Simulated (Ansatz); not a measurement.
The starting structures come from a database of crystals and need not be the phases stable at ambient conditions.

 Where the default PAW files enter, the runs use the earlier of Ansatz's two default sets.

Evanescent states of B (R-3m, not sure to be the ambient phase, 12 atoms a cell, 7.2 Å³ an atom) along the normal of (101)

All values below come from r2SCAN (plane waves, PAW; Ansatz, a program for electronic structure).

No gap correction and no spin-orbit coupling; mid-gap values are interpolated between computed energies.

Energies count from the valence-band top; κ is the least over a 8×8 mesh across the current.

| E (eV) | κ (1/Å) | where |
|---|---|---|
| 0.04 | 0.050 | off Γ |
| 0.14 | 0.085 | off Γ |
| 0.23 | 0.108 | off Γ |
| 0.32 | 0.126 | off Γ |
| 0.41 | 0.141 | off Γ |
| 0.49 | 0.154 | off Γ |
| 0.58 | 0.165 | off Γ |
| 0.68 | 0.175 | off Γ |
| 0.77 | 0.183 | off Γ |
| 0.85 | 0.190 | off Γ |
| 0.94 | 0.197 | off Γ |
| 1.03 | 0.202 | off Γ |
| 1.12 | 0.207 | off Γ |
| 1.22 | 0.205 | off Γ |
| 1.30 | 0.189 | off Γ |
| 1.40 | 0.162 | off Γ |
| 1.49 | 0.125 | off Γ |
| 1.57 | 0.065 | off Γ |

**Question.** How thick must the barrier be to attenuate the transmission by 10^4 when the electrodes' Fermi level lies at 0.68 eV, and what attenuation does that film give at 0.49 eV?

**Answer.** d = 4 ln 10 / (2 × 0.175) = 26.3 Å. At 0.49 eV it gives 4 × 0.154/0.175 = 3.5 decades.
